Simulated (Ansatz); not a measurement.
The parent structure is SnTeO$_{3}$ (space group R3c, No. 161; a = 6.3543 Å, c = 13.4011 Å (hexagonal axes); a hypothetical phase, not in the database extracts checked).

Level of theory: Ansatz (a first-principles code) PBEsol, no SOC.

One change was made to it. Results:

```csv
quantity,base,after
smallest direct gap,2.39 eV,2.37 eV
band gap,2.18 eV,2.17 eV
gap character,"indirect, Γ → S₀","indirect, Γ → S₂"
lattice parameter a,635.4 pm,634.2 pm
```

### Question
Name the change that was made.
(A) pressure −2 GPa
(B) pressure 0.3 GPa
(C) pressure 0.7 GPa

### Answer
B, pressure 0.3 GPa. For comparison, the lattice parameter a in the other runs: pressure 0.7 GPa gives 632.5 pm; pressure −2 GPa gives 647.4 pm.

With Te present, leaving out spin-orbit coupling can change the band edges. Load acts through the strain it causes; cell and atoms are relaxed under it. Stability against distortions was not tested.
